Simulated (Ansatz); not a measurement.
Here is the system:

```
CsSnI3
1.0
    6.55877     0.00000     0.00000
    0.00000     6.55877     0.00000
    0.00000     0.00000     6.55877
Cs Sn I
1 1 3
Direct
  0.00000   0.00000   0.00000
  0.50000   0.50000   0.50000
  0.00000   0.50000   0.50000
  0.50000   0.50000   0.00000
  0.50000   0.00000   0.50000
```

No spin polarisation.

Computed with r2SCAN (Ansatz, a quantum-chemistry and plane-wave program), no spin-orbit coupling, earlier PAW set. k-mesh 6×6×6 (Γ-centred); smearing 0.05 eV (Fermi–Dirac).

Task: Predict the band gap and gap character.

Result: 
```json
{
 "band_gap": "1.09 eV",
 "gap_character": "direct at R"
}
```

Spin-orbit coupling, missing from the scalar runs, can matter with I. The cells carry an imposed strain or load. No phonon test of stability was made. The cell was made from CsSnI₃ in the cubic perovskite structure (space group Pm-3m, No. 221) by this change: isotropic strain +5.36 %. Many cubic perovskites are stable only at high temperature; tilts and polar distortions were not tested.
